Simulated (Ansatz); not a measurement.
## Response to strain in BaS

The reference is BaS in the rock salt structure (space group Fm-3m, No. 225; a = 6.331 Å).

Strains are applied to the cell and any free atomic positions relax.

Calculations: Kohn–Sham DFT with the PBEsol functional, run in Ansatz (a first-principles code) with PAW and 420 eV plane waves, no SOC.

Candidates:
(a) isotropic strain −1.00 %
(b) isotropic strain +2.50 %
(c) isotropic strain +3.00 %
(d) isotropic strain +1.00 %

For the base:

| Property | Result |
|---|---|
| Smallest direct gap | 2.13 eV |

Q: Order them by smallest direct gap, lowest first.

A: (a) isotropic strain −1.00 % (2.05 eV), (d) isotropic strain +1.00 % (2.20 eV), (b) isotropic strain +2.50 % (2.29 eV), (c) isotropic strain +3.00 % (2.31 eV)

No phonon test of stability was made.
